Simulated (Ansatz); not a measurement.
```xyz
2
Lattice="0.0000 2.6127 2.6127 2.6127 0.0000 2.6127 2.6127 2.6127 0.0000" Properties=species:S:1:pos:R:3 pbc="T T T"
Mg     0.0000     0.0000     0.0000
S      2.6127     2.6127     2.6127
```

No spin polarisation.

Computed with r2SCAN (Ansatz, a first-principles code), without spin-orbit coupling. Γ-centred 11×11×11 mesh, Fermi–Dirac width 0.05 eV.

### Question
What band gap does the calculation give?

### Answer
3.44 eV.

### Question
What electron mass does the calculation give?

### Answer
0.52 mₑ along k, 0.30 mₑ across (at X).

### Question
What hole mass (degenerate bands, along [100]) does the calculation give?

### Answer
0.28, 0.95, 0.95 mₑ (at Γ).

Load acts through the strain it causes; cell and atoms are relaxed under it. Masses are band curvatures over ±0.01 Å⁻¹ around the edge. Along k means along the line from Γ to the band edge. Stability against distortions was not tested. The cell was made from MgS in the rock salt structure (space group Fm-3m, No. 225) by this change: pressure −1 GPa.
